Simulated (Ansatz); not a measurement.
## BaMnO3: pressure series

The reference is BaMnO3 in the cubic perovskite structure (space group Pm-3m, No. 221; a = 3.881 Å; ferromagnetic; a cell from a computed database, its experimental status unchecked).

Cell and atoms are relaxed at each pressure.

The values are results of PBEsol (Ansatz, a program for electronic structure, PAW, no spin-orbit coupling), not measurements.

| pressure (GPa) | volume per atom (Å³/atom) |
|---|---|
| -2 | 11.828 |
| -1 | 11.757 |
| 0 | 11.690 |
| 0.3 | 11.670 |
| 0.7 | 11.644 |
| 1.5 | 11.591 |
| 3 | ? |
| 5 | 11.379 |
| 10 | 11.110 |

**Question.** Fit the third-order Birch–Murnaghan form P(V) = (3B₀/2)[(V₀/V)^(7/3) − (V₀/V)^(5/3)]·[1 + (3/4)(B₀′ − 4)((V₀/V)^(2/3) − 1)] (squares taken in P) to the rows shown and predict the withheld row.

**Answer.** Least squares on the printed values gives V₀ = 11.690 Å³/atom, B₀ = 175 GPa, B₀′ = 4.7; this predicts 11.498 Å³/atom, and the run gives 11.497 Å³/atom, in agreement.

Load acts through the strain it causes; cell and atoms are relaxed under it. Stability against distortions was not tested. Competing high-pressure phases were not computed. No Hubbard U is applied and the magnetic state is the run's own (BaMnO3 ferromagnetic); other magnetic orders, which need larger cells, were not tried and can change the gap. Many cubic perovskites are stable only at high temperature; tilts and polar distortions were not tested.
